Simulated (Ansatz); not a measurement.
Base system: Pt in the fcc (Cu type) structure (space group Fm-3m, No. 225; a = 3.940 Å). Axes: x, y, z lie along the cube axes.

Computed with r2SCAN in Ansatz (plane waves to 500 eV, PAW, no SOC).

Before the change:

```
Property    Value
--------  -------
Pressure  0.0 GPa
```

The change: the symmetric strain tensor [0.0225 0.0094 0.0015; 0.0094 -0.0084 0.0108; 0.0015 0.0108 0.0192], atoms relaxed at fixed cell.

**Question.** Estimate the effect on the energy relative to the base.

**Answer.** The energy grows by 18 meV/atom.

**Question.** Estimate the effect on the pressure.

**Answer.** The pressure (mean of the normal stresses, compression positive) goes from zero to -7.8 GPa.

Without a gap, meshes like the base's 20×20×20 leave anisotropic stresses uncertain by several tenths of a GPa, and small strain energies with them. Whether these cells are dynamically stable was not tested. The final runs are not spin-polarised. Pt lies near a magnetic instability that expansion can trigger; it was not tested.

Ansatz is a quantum-chemistry and plane-wave program.
